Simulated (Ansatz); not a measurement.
Worked example: self-consistent single point of a (110) slab of CoAl (cut from a parent of space group no. 221; 10 atoms in the cell) in Ansatz (an electronic-structure program).

Method: PBEsol, default PAW files made with PBE (plane waves; Ansatz).

```xyz
10
Lattice="2.8514 0.0000 0.0000 0.0000 4.0325 0.0000 0.0000 0.0000 22.0650" Properties=species:S:1:pos:R:3 pbc="T T T"
Al     1.4257     1.0081     7.0000
Co     0.0000     3.0244     7.0000
Al     1.4257     3.0244     9.0162
Co     0.0000     1.0081     9.0162
Al     1.4257     1.0081    11.0325
Co     0.0000     3.0244    11.0325
Al     1.4257     3.0244    13.0487
Co     0.0000     1.0081    13.0487
Al     1.4257     1.0081    15.0650
Co     0.0000     3.0244    15.0650
```

Reference input (self-consistent single point, DFT, PBEsol, plane waves, default PAW files made with PBE): basis.ecutwfc = 30.9 Ry; kpoints.mp_grid.grid = 9 7 1; hamiltonian.xc = pbesol; hamiltonian.pseudopotentials = {kind: paw} (the program's default PAW files); scf.occupations.method = gaussian; scf.occupations.width = 0.0073 Ry. This run's input differs from it in these lines:

Ansatz 0.2 input:
```diff
@@ -21,3 +21,3 @@
   mp_grid:
-    grid: [9, 7, 1]
+    grid: [16, 11, 1]
 hamiltonian:
```

Output (repeated stretches shortened):

```
SCF iter   1: F=—  HF=-28090.229352 eV  |F-HF|=—  |Δ(HF+E_count)|=         —  Δρ=1.69e-2  dr2=4.40e-1  ethr=1.77e-3  ⟨swp⟩=10.1  Hψ=15802  notcnv=0  defer=6
all-band conjugate gradients solve this SCF's bands
preconditioner: auto → LDOS
SCF iter   2: F=—  HF=-28090.481157 eV  |F-HF|=—  |Δ(HF+E_count)|=   2.52e-1  Δρ=3.98e-2  dr2=2.61e0  ethr=4.40e-4  ⟨swp⟩=2.4  Hψ=6843  notcnv=0  defer=181  recentre
   [... lines left out ...]
SCF iter   8: F=—  HF=-28090.184163 eV  |F-HF|=—  |Δ(HF+E_count)|=   3.56e-6  Δρ=4.57e-5  dr2=3.88e-6  ethr=8.03e-8  ⟨swp⟩=2.0  Hψ=4036  notcnv=0  defer=171
SCF iter   9: F=—  HF=-28090.184171 eV  |F-HF|=—  |Δ(HF+E_count)|=   8.66e-6  Δρ=7.26e-5  dr2=7.18e-6  ethr=3.88e-9  ⟨swp⟩=2.7  Hψ=6255  notcnv=0  defer=171
SCF iter  10: F=—  HF=-28090.184171 eV  |F-HF|=—  |Δ(HF+E_count)|=   9.05e-7  Δρ=1.28e-5  dr2=4.16e-7  ethr=3.88e-9  ⟨swp⟩=3.0  Hψ=6373  notcnv=0  defer=171
SCF iter  11: F=-28090.184171 eV  HF=-28090.184171 eV  |F-HF|=2.74e-9  |Δ(HF+E_count)|=   2.42e-8  Δρ=5.12e-6  dr2=8.65e-8  ethr=1.00e-10  ⟨swp⟩=14.5  Hψ=15465  notcnv=0
SCF 1 converged in 11 iterations: F = -28090.184171 eV  dr2 = 8.65e-8
Free energy (F): -28090.184171 eV
Internal energy: -28090.150524 eV  (E = F + TS)
E sigma→0 (E₀):  -28090.167347 eV
Entropy (-TS):   -0.033646 eV (-3.365 meV/atom)
Fermi energy:    3.803531 eV
--- Forces (eV/Å), atoms counted from 1 ---
  atom   1  Al     0.00000000    -0.00000000    -0.46197311
  atom   2  Co     0.00000000     0.00000000     0.91124130
  atom   3  Al     0.00000000    -0.00000000    -0.37269909
  atom   4  Co     0.00000000     0.00000000     0.34236623
  atom   5  Al    -0.00000000     0.00000000     0.00000000
  atom   6  Co     0.00000000     0.00000000     0.00000000
  atom   7  Al     0.00000000     0.00000000     0.37269909
  atom   8  Co     0.00000000    -0.00000000    -0.34236623
  atom   9  Al     0.00000000     0.00000000     0.46197311
  atom  10  Co     0.00000000    -0.00000000    -0.91124130
--- Stress (GPa, compression-positive) ---
       -5.487112       0.000000      -0.000000
        0.000000      -4.251824      -0.000000
       -0.000000      -0.000000      -2.210520
  P = ⅓ Tr σ = -3.9832 GPa (-39.832 kbar)
  The stress holds the Pulay correction. Without it, at fixed plane waves, as pw.x and ABINIT print it: P = -4.0337 GPa
```

The run converged in 11 iterations. Against the reference run the free energy hardly moves (within 1 meV/atom) and the largest force goes from 0.879 to 0.911 eV/Å.

The starting cell has typed, rounded lattice constants, without a prior relaxation at this level. The slab is cut from that crystal, and its faces are unrelaxed. Its lattice was rescaled by up to half a per cent. Spin polarisation is off.

Cost on one core of a shared machine: roughly 30 s.
